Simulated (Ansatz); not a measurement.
## What isotropic strain −1.20 % does to SiO2

Base system: SiO2 in the rutile structure (space group P4_2/mnm, No. 136; a = 4.1945 Å, c = 2.6785 Å).

It is then changed as follows: the cell is scaled by 0.9880 in all directions, atoms relaxed at fixed cell.

All numbers come from plane-wave PAW DFT at the PBEsol level (Ansatz, a first-principles code, 420 eV), no SOC. Γ-centred 8×8×12 mesh, Fermi–Dirac width 0.05 eV.

The volume per atom falls by 0.28 Å³ (7.85 Å³ → 7.57 Å³) and the shortest interatomic distance shrinks by 0.017 Å (1.766 Å → 1.749 Å). The energy grows by 9.9 meV/atom and the pressure (mean of the normal stresses, compression positive) goes from zero to 11.71 GPa. The band gap goes up by 0.602 eV to 5.96 eV and the gap character stays direct at Γ. The mean gap deformation potential ΔEg/Δln V is -16.6 eV and the width of the top valence band goes up by 0.123 eV to 2.80 eV. The electron mass becomes 0.40 mₑ along c, 0.51 mₑ across (at Γ) (base: 0.37 mₑ along c, 0.47 mₑ across (at Γ)) and the hole mass changes from 1.8 mₑ along c, 1.1 mₑ across (at Γ) to 1.7 mₑ along c, 1.0 mₑ across (at Γ). The valence-band top at Γ (three highest levels, from the VBM) becomes 0.00, -0.92, -0.92 eV (base: 0.00, -0.88, -0.88 eV) and the valley order (the lowest conduction-band minima on the path, energy above the VBM, named in the base's zone) becomes Γ 5.96 eV; A (1/2, 1/2, 1/2) 7.31 eV (base: Γ 5.35 eV; A (1/2, 1/2, 1/2) 6.97 eV).

Final structure:

```
SiO2
1.0
    4.14417     0.00000     0.00000
    0.00000     4.14417     0.00000
    0.00000     0.00000     2.64634
Si O
2 4
Cartesian
  0.00000   0.00000   0.00000
  2.07208   2.07208   1.32317
  1.26336   1.26336   0.00000
  3.33544   0.80872   1.32317
  0.80872   3.33544   1.32317
  2.88081   2.88081   0.00000
```

Cost of the whole job for the changed cell (relaxation, final SCF and bands): around 27 core-seconds (rough).

Effective masses come from finite differences of ±0.01 Å⁻¹. Whether these cells are dynamically stable was not tested.
